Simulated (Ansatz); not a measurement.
Consider Rh in the fcc (Cu type) structure (space group Fm-3m, No. 225; a = 3.8015 Å; relaxed with 0.1 eV smearing). Axes: x, y, z lie along the cube axes.

Structures relaxed with Kohn–Sham DFT with the r2SCAN functional, run in Ansatz (a program for electronic structure) with PAW and 500 eV plane waves, no spin-orbit coupling.

Base:

Simulated powder pattern, Cu Kα, λ = 1.54184 Å (kinematic, ideal powder, no thermal factors, no anomalous dispersion; the 14 strongest lines at most, above 2 %, up to 2θ = 90°):

| 2θ (°) | I/Imax (%) | hkl |
|---|---|---|
| 41.13 | 100 | (111) |
| 47.86 | 48 | (200) |
| 70.00 | 29 | (220) |
| 84.53 | 35 | (311) |
| 89.25 | 11 | (222) |

After one change:

Simulated powder pattern, Cu Kα, λ = 1.54184 Å (kinematic, ideal powder, no thermal factors, no anomalous dispersion; the 14 strongest lines at most, above 2 %, up to 2θ = 90°):

| 2θ (°) | I/Imax (%) |
|---|---|
| 40.92 | 100 |
| 47.11 | 16 |
| 47.86 | 31 |
| 69.41 | 20 |
| 70.00 | 9.5 |
| 83.28 | 12 |
| 84.39 | 23 |
| 88.70 | 11 |

Task: Name the change that was made.
(A) uniaxial strain ε_zz = +3.00 %
(B) uniaxial strain ε_zz = +1.50 %
(C) uniaxial strain ε_zz = +2.00 %
(D) uniaxial strain ε_zz = +2.50 %

Result: B, uniaxial strain ε_zz = +1.50 %. Its volume per atom is 13.94 Å³ against 13.73 Å³, and its space group is I4/mmm (No. 139).

No phonon test of stability was made. All final runs are without spin polarisation. Rh lies near a magnetic instability that expansion can trigger; it was not tested.
